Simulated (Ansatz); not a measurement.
Structure of amorphous Zr₂₀O₄₃Lu₂ (periodic cell):

```xyz
65
Lattice="9.2420 0.0813 0.0317 0.0813 9.6503 -0.0956 0.0317 -0.0956 9.2282" Properties=species:S:1:pos:R:3 pbc="T T T"
Zr     1.6453     7.4096     1.4665
Zr     0.2166     3.6897     6.2923
Zr     2.6016     9.1272     6.7971
Zr     6.5458     4.5451     8.2341
Zr     8.0749     5.5366     1.6974
Zr     7.5293     1.5483     8.8890
Zr     5.2140     3.9459     5.0466
Zr     7.5211     6.2784     4.9117
Zr     5.9918     8.9575     6.2402
Zr     3.6778     2.6771     8.0101
Zr     8.1421     2.5074     3.0320
Zr     1.5877     6.4501     4.9203
Zr     8.8582     0.0770     5.2788
Zr     8.5579     7.7896     8.3663
Zr     7.2787     8.9652     2.2863
Zr     2.2012     3.8832     2.6306
Zr     3.2795     0.1627     3.6754
Zr     4.4785     8.9533     0.3726
Zr     1.6360     1.0520     0.6302
Zr     2.8277     5.6769     8.2158
O      5.4808     6.0412     4.7566
O      0.4961     8.5757     6.8368
O      0.9473     2.4146     2.0594
O      7.8910     3.4784     1.2202
O      7.9136     5.8755     8.8474
O      4.9812     8.8645     2.4100
O      3.8035     1.2914     0.6088
O      6.6039     8.7280     0.1454
O      6.9903     8.9702     4.4913
O      1.6936     0.0845     5.0448
O      3.6637     6.9094     0.6751
O      8.8225     7.7968     1.3352
O      2.0889     1.3655     7.7928
O      2.4400     8.7569     8.9339
O      4.3306     2.5252     6.1433
O      6.7540     1.3012     1.6777
O      3.4388     2.0281     3.1747
O      5.9149     5.0784     1.1171
O      6.9802     4.4202     6.1263
O      2.0586     9.3514     2.0844
O      9.2196     7.5978     4.3522
O      2.7303     7.0692     3.3051
O      4.6332     4.8341     7.5712
O      1.7262     4.4448     4.5703
O      1.9921     4.0147     7.3909
O      7.3751     0.5642     6.9935
O      8.9784     2.2180     5.0929
O      0.9970     5.4454     1.9505
O      2.7652     6.9408     6.5552
O      6.2373     2.8018     3.7764
O      8.6456     0.4854     3.2084
O      1.1273     6.5910     8.7667
O      7.0804     7.3580     6.7907
O      3.1586     3.8793     0.6175
O      4.1561     4.4354     3.1936
O      9.2334     5.7411     6.1362
O      4.5871     9.3983     7.6511
O      4.1822     9.0516     5.2697
O      8.1826     4.6928     3.6259
O      5.7347     2.6581     8.7245
O      8.3633     3.1100     7.9112
O      9.0393     0.4388     0.1025
O      6.9711     6.9038     2.8077
Lu     4.8362     6.4061     2.6297
Lu     5.1236     2.9511     1.7644
```

Computed with PBE, scalar-relativistic without spin-orbit coupling (plane waves to 420 eV, PAW; Ansatz, an electronic-structure program).

Preparation: random packing, a CHGNet melt and quench, and a DFT relaxation. O atoms were pushed apart under 1.9 Å during the dynamics, to hinder bonds among them. The hot cell started wider than the set density and was brought back towards it in steps. It is the lowest in DFT energy of 2 quenches. It is a model cell: composition and starting density were chosen by hand, and all elements were melted together. No dispersion term was used. Its density started from a set value of 5.65 and ended at 5.78 g/cm³. Cooling (nominally 300 K/ps over its main leg) ran many orders faster than in experiment, which tends to leave more defects and strain. A cell of this size samples the disorder only roughly. Volume and shape were free in the relaxation. Stress components on the final sampling reach 1.1 GPa. On a 2×2×2 Γ-centred mesh force components of up to 0.21 eV/Å stay, since the relaxation ran on the zone centre alone. Cycles of charging lowered its energy after that relaxation.

Bonds are counted up to Zr-Zr 3.41 Å, Zr-O 2.60 Å, Zr-Lu 3.76 Å, O-O 1.58 Å, O-Lu 2.78 Å, Lu-Lu 4.11 Å. Two cations that share two anions don't count as bonded, nor two that share one unless they lie closer than Zr-Zr 3.32 Å, Zr-Lu 3.66 Å, Lu-Lu 4.00 Å.

Question: Give the coordination numbers, mean bond lengths and angles.

Answer: 
The mean coordination of Zr by anions comes out as 6.25 (4 with 5, 7 with 6, 9 with 7); 1 close contacts or bonds to cations besides. The mean coordination of O is 3.26 (1 with 2, 30 with 3, 12 with 4) and the mean coordination of Lu by anions is 7.50 (1 with 7, 1 with 8); 1 close contacts or bonds to cations besides. The mean Zr-O bond is 2.155 Å (spread 0.117 Å, 125 counted), the mean O-Lu bond comes out as 2.325 Å (spread 0.084 Å, 15 counted) and the bond angle at Zr is mean 102.4°, spread 29.4°. The bond angle at O is mean 113.0°, spread 16.9° and the bond angle at Lu is mean 99.4°, spread 31.2°.

Question: List the pairs of like atoms that count as bonded by the rules above.

Answer: There are none by these rules.
